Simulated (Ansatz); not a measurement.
## Carrier properties of InP (F-43m)

Given:

```yaml
crystal:
  lattice:
    - [0.00000, 2.91202, 2.91202]
    - [2.91202, 0.00000, 2.91202]
    - [2.91202, 2.91202, 0.00000]
  atoms:
    - { symbol: In, position: [0.00000, 0.00000, 0.00000] }
    - { symbol: P, position: [0.25000, 0.25000, 0.25000] }
```

Level of theory: PBEsol with spin-orbit coupling, rigid bands (plane waves, PAW; Ansatz, a quantum-chemistry and plane-wave program). Condition of this run: hydrostatic pressure 2 GPa (the target of the relaxation). How the cell was made: cell and atoms relaxed with PBEsol, then loaded as said.

```
Quantity                                                                                                                                                       Result
---------------------------------------------------------------------------------------------------------------------------------------  ----------------------------
band gap                                                                                                                                                      0.69 eV
electron conductivity mass (300 K, dilute)                                                                                                                   0.067 mₑ
hole conductivity mass (300 K, dilute)                                                                                                                        0.54 mₑ
effective density of states N_c (300 K)                                                                                                                   4.0e17 cm⁻³
effective density of states N_v (300 K)                                                                                                                   2.2e19 cm⁻³
density-of-states mass, electrons                                                                                                                            0.064 mₑ
density-of-states mass, holes                                                                                                                                 0.91 mₑ
Seebeck coefficient, n-type 1e19 cm⁻³, 300 K                                                                                                                 -48 μV/K
Seebeck coefficient, p-type 1e19 cm⁻³, 300 K                                                                                                                 314 μV/K
best p-type power factor at 300 K for τ = 10 fs (best axis; densities from 1e16 to 1e21 cm⁻³ tried, whether or not they can be reached)  13.4 μW/(cm·K²) at 3e20 cm⁻³
```

Rigid bands; masses and Seebeck coefficients take one relaxation time τ for all states and one kind of carrier; polarons and phonon drag are left out.
